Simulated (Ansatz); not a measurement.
Start from W in the bcc (W type) structure (space group Im-3m, No. 229; a = 3.1543 Å).

All numbers come from Ansatz (a quantum-chemistry and plane-wave program) PBEsol, no spin-orbit coupling.

Base values:

```
Item                  Result
-------------------  -------
Lattice parameter a  3.154 Å
```

One thing is altered: full substitution W → Cr; the structure is relaxed again.

Tabulated Pauling electronegativity and covalent radius: W 2.36, 1.62 Å; Cr 1.66, 1.39 Å.

Problem. Predict the new lattice parameter a.

Solution. The lattice parameter a drops by 0.340 Å, from 3.154 Å to 2.814 Å.

No phonon test of stability was made. Starting moments died away, wholly or in part, for W → Cr; another magnetic solution may exist. The final runs are not spin-polarised. Real Cr is antiferromagnetic at low temperature and ambient pressure, an order that this cell doesn't hold.
